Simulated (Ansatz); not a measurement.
The parent structure is Mo in the bcc (W type) structure (space group Im-3m, No. 229; a = 3.130 Å; relaxed with 0.1 eV smearing). Axes: x, y, z lie along the cube axes.

All numbers come from PBEsol/PAW in Ansatz (a first-principles code), scalar-relativistic without spin-orbit coupling.

Now apply this change: every lattice vector is shortened by 1.00 %; the atoms relax in the strained cell.

Question: Predict the stress tensor and what it implies for the stiffness.

Answer: Stress of the strained cell less that of the base (GPa, compression positive):
```
    9.0     0.0     0.0
    0.0     9.0     0.0
    0.0     0.0     9.0
```

Then B = −ΔP/(ΔV/V₀) with ΔV/V₀ = -0.0297 gives secant stiffness values (nonlinear terms included at this strain): B ≈ 302 GPa.

As a check, the harmonic strain energy −½ V₀ Δσ:ε is 13 meV/atom; the computed energy rise is 12 meV/atom.

No phonon test of stability was made. All final runs are without spin polarisation.
